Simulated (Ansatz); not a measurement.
Base system: ZnGeP₂ in the chalcopyrite structure (space group I-42d, No. 122; a = 5.4999 Å, c = 10.8447 Å).

The values are results of PBE, PAW, 420 eV (Ansatz, an electronic-structure program; without spin-orbit coupling), not measurements.

Before the change:

```
Item         Value
--------  --------
Pressure  0.00 GPa
```

Now apply this change: every lattice vector is stretched by 0.75 %, atoms relaxed at fixed cell.

Problem. How does this affect the energy relative to the base?

Solution. The energy rises by 2.3 meV/atom.

Problem. How does this affect the pressure?

Solution. The pressure (mean of the normal stresses, compression positive) goes from zero to -1.58 GPa.

The cells carry an imposed strain or load. Whether these cells are dynamically stable was not tested.
